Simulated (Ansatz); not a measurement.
## SrZrO3 (Cmcm, No. 63, 20 atoms in the cell; start mp-3626; a measured phase of this formula has another space group)

Level of theory: HSE06 (Ansatz, an electronic-structure program, plane waves, PAW).

Settings: plane-wave cutoff 460 eV, 4×4×4 k mesh, Fermi–Dirac smearing 0.01 eV, scalar-relativistic PAW data made under PBE.

Cell (relaxed with PBEsol):

SrZrO$_{3}$ is modelled in the orthorhombic space group Cmcm (No. 63), Pearson symbol oS40. Lattice parameters: a = 8.1298 Å, b = 8.2266 Å, c = 8.1958 Å, α = 90.00°, β = 90.00°, γ = 90.00°. Sr1 on 4c has 4 O at 2.480–2.521 Å and 2 O at 2.927 Å and 6 O at 3.142–3.274 Å. Sr2 on 4c has 12 O at 2.653–3.433 Å. Zr on 8d sees 6 O at 2.086–2.093 Å (octahedral). O1 on 8g sees 2 Zr at 2.087 Å and 1 Sr at 2.521 Å and 1 Sr at 2.696 Å and 2 Sr at 3.128–3.274 Å. O2 on 8f is surrounded by 2 Zr at 2.093 Å and 1 Sr at 2.480 Å and 2 Sr at 2.868–2.927 Å and 1 Sr at 3.433 Å. O3 on 8e has 2 Zr at 2.086 Å and 2 Sr at 2.653 Å and 2 Sr at 3.142 Å. (Neighbours: up to the widest gap in distance over summed covalent radii, below 1.35, at either atom; cation-cation and far metal-metal contacts left out.)
(The calculation used a cell of 20 atoms; values per cell refer to that cell.)

* **band gap**: 5.15 eV
* **smallest direct gap on the k points sampled**: 5.16 eV

Note: cell and atoms aren't relaxed at this level (pressure 1.1 GPa).

Spin–orbit coupling is not included.

Computed values are for the static lattice.

Cost on a shared machine: around 13 core-minutes (rough).

A start named mp-… is a Materials Project structure, which need not be a measured phase.
